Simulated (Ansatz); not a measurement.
**Sr: element substitutions**

Take Sr in the fcc (Cu type) structure (space group Fm-3m, No. 225; a = 6.101 Å) as the base.

Each row replaces one element on all its sites; cell and atoms are relaxed.

Level of theory: Ansatz (a program for electronic structure) r2SCAN, no spin-orbit coupling.

Candidates:
(a) Sr → Lu
(b) Sr → K
(c) Sr → Eu
(d) Sr → Gd

Base values:

The lattice parameter a is 6.101 Å.

### Question
Order them by lattice parameter a, lowest first.

### Answer
(a) Sr → Lu (4.882 Å), (d) Sr → Gd (5.173 Å), (c) Sr → Eu (5.532 Å), (b) Sr → K (6.747 Å)

Other magnetic orders, which the real material may have, were not ruled out. The state of the 4f shell was not checked for lower solutions. No phonon test of stability was made. As relaxed here, Lu is a hypothetical phase, not in the database extracts checked. For K, Eu and Gd in this form, whether it has been made was not checked. Spin-polarised in the final run: Eu and Gd; the other runs are not. This is not the structure that K has at room temperature and ambient pressure. This is not the structure that Eu has at room temperature and ambient pressure. This is not the structure that Gd has at room temperature and ambient pressure.
